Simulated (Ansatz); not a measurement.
Start from CaHfSe₃ in the cubic perovskite structure (space group Pm-3m, No. 221; a = 5.123 Å; a hypothetical phase, not in the database extracts checked).

Levels (all Ansatz, an electronic-structure program, PAW): PBEsol (420 eV, scalar-relativistic without spin-orbit coupling); r2SCAN (500 eV, spin-orbit coupling left out).

The geometry is relaxed with PBEsol.

* **PBEsol band gap**: 0.08 eV
* **PBEsol pressure**: 0.00 GPa
* **PBEsol smallest direct gap**: 0.70 eV

**Question.** How does going to r2SCAN change the band gap, pressure and smallest direct gap?

**Answer.** The band gap rises by 0.38 eV, from 0.08 eV to 0.46 eV; the pressure goes from zero to 1.82 GPa; the smallest direct gap rises by 0.42 eV, from 0.70 eV to 1.12 eV.

Single points use the geometry relaxed with PBEsol. Their cutoffs differ, which shifts pressures a little. With Hf present, leaving out spin-orbit coupling can change the band edges. Stability against distortions was not tested. Many cubic perovskites are stable only at high temperature; tilts and polar distortions were not tested. A zero or small gap of CaHfSe3 can be the functional's error rather than a property of the material.
